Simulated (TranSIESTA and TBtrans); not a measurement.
Device: Ag chain with one bond stretched by 2.0 Å. Leads: straight Ag chain, spacing 2.65 Å. Geometry: as built, not relaxed. Transport runs along z; the first 4 and the last 4 of the 14 atoms are the lead cells, repeated to infinity.

```xyz
14
Lattice="9.000 0.000 0.000 0.000 9.000 0.000 0.000 0.000 39.100" Properties=species:S:1:pos:R:3 pbc="F F T"
Ag     4.500     4.500     0.000
Ag     4.500     4.500     2.650
Ag     4.500     4.500     5.300
Ag     4.500     4.500     7.950
Ag     4.500     4.500    10.600
Ag     4.500     4.500    13.250
Ag     4.500     4.500    15.900
Ag     4.500     4.500    20.550
Ag     4.500     4.500    23.200
Ag     4.500     4.500    25.850
Ag     4.500     4.500    28.500
Ag     4.500     4.500    31.150
Ag     4.500     4.500    33.800
Ag     4.500     4.500    36.450
```

Run with TranSIESTA and TBtrans (open boundaries, self-consistent; PseudoDojo norm-conserving potentials, scalar-relativistic): PAO.BasisSize DZP, PAO.EnergyShift 0.15 eV, XC.Authors PBE, Mesh.Cutoff 200 Ry, ElectronicTemperature 300 K, TS.Voltage 0.0 eV, TBT.Elecs.Eta 0.001 eV, no spin polarisation.

Energies count from the leads' Fermi level. Transmissions are for one spin of a degenerate pair. The energy step is 0.01 eV; narrower resonances are cut or missed.

| E (eV) | T |
|---|---|
| -0.20 | 0.214 |
| -0.15 | 0.219 |
| -0.10 | 0.224 |
| -0.05 | 0.227 |
| 0.00 | 0.229 |
| 0.05 | 0.231 |
| 0.10 | 0.232 |
| 0.15 | 0.233 |
| 0.20 | 0.233 |

Task: Give the zero-bias conductance in μS and the resistance at 300 K.

Result: At the Fermi level T = 0.229. Averaged with −∂f/∂E over the full grid (kT = 25.9 meV) it is 0.229. With G0 = 2e²/h = 77.48 μS, G = 17.7 μS and R = 1/G = 56.5 kΩ.

Task: The eigenchannels at the Fermi level transmit 0.229. What Fano factor of the shot noise follows at low temperature and bias?

Result: F = Σ τ(1 − τ)/Σ τ = 0.177/0.229 = 0.77.

The straight chain is held at its spacing; free chains may zigzag or dimerise. No spin-polarised start was tried, so a magnetic state, if there is one, is missed.
